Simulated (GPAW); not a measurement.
Band structure of BaAlGe (P-6m2, 3 atoms in the cell).

```xyz
3
Lattice="4.4375 0.0000 0.0000 -2.2187 3.8430 0.0000 0.0000 0.0000 5.3297" Properties=species:S:1:pos:R:3 pbc="T T T"
Ba     0.0000     0.0000     0.0000
Al     2.2188     1.2810     2.6649
Ge     0.0000     2.5620     2.6649
```

Method of the run: PBEsol, GPAW PAW datasets PBEsol (made by gpaw-setup) (plane waves; GPAW).

Settings: mode = pw; ecut = 600 eV; xc = PBEsol; kpts = 6 6 4; mesh shift (steps) = 0 0 0; occupations.name = fermi-dirac; occupations.width = 0.1 eV; nbands = -11; symmetry.symmorphic = false; symmetry.tolerance = 0.0005; maxiter = 120; bandpath_npoints = 40.

The starting cell comes from a database of computed structures (which also holds hypothetical and non-ambient phases and stackings), without a prior relaxation at this level. Its lattice was rescaled by a random factor within 2.5 % of one.

Levels in eV from the Fermi level, bands 6 to 12:
```
point      6      7      8      9    10    11    12
-----  -----  -----  -----  -----  ----  ----  ----
Γ      -1.42  -1.01  -1.01  -0.69  0.20  2.76  2.76
M      -5.45  -1.76  -1.58  -0.43  1.33  1.95  2.73
K      -5.20  -3.59  -1.11  -0.29  1.82  2.27  3.39
A      -3.36  -0.75  -0.75   0.21  1.60  1.60  2.02
L      -5.14  -2.15  -1.32  -0.58  0.89  3.04  3.85
H      -5.48  -2.86  -0.97  -0.28  2.72  3.11  4.26
```

Bands cross the Fermi level along this path, so the cell is metallic at this level.
